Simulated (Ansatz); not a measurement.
InSbO3 (model structure, started from the LiNbO3 type, R3c, No. 161, 10 atoms in the cell) was calculated with PBE+SOC (plane waves, PAW; Ansatz, an electronic-structure program).

Run with plane-wave cutoff 520 eV, 12×12×12 k mesh, Fermi–Dirac smearing 0.05 eV, PAW data made under PBE.

Cell (relaxed with PBEsol):

```cif
data_In6O18Sb6
_chemical_formula_sum 'In6 Sb6 O18'
_space_group_name_H-M_alt 'R3c :H'
_space_group_IT_number 161
_space_group_name_Hall 'R 3 -2"c'
_cell_length_a 5.88784
_cell_length_b 5.88784
_cell_length_c 15.00071
_cell_angle_alpha 90.000
_cell_angle_beta 90.000
_cell_angle_gamma 120.000
loop_
_atom_site_label
_atom_site_type_symbol
_atom_site_symmetry_multiplicity
_atom_site_Wyckoff_symbol
_atom_site_fract_x
_atom_site_fract_y
_atom_site_fract_z
_atom_site_occupancy
In1 In 6 a 0.00000 0.00000 0.28538 1
Sb1 Sb 6 a 0.00000 0.00000 0.48735 1
O1 O 18 b 0.04043 0.45687 0.06479 1
```
(The calculation used a cell of 10 atoms; values per cell refer to that cell.)

Problem. Predict the band gap and direct gap at Γ.

Solution. 
- band gap: 3.06 eV (on the SCF k mesh)
- direct gap at Γ: 3.38 eV

Note: the relaxation could raise the start's symmetry but not lower it, so the cell can be a saddle point; cell and atoms aren't relaxed at this level (largest force component 0.31 eV/Å, pressure 4.9 GPa).

The computed numbers hold no vibrational or temperature effects.

A model structure was made by putting elements into a prototype or built by hand; it is no filed structure, need not be a known phase, and can be a saddle point held by its symmetry.
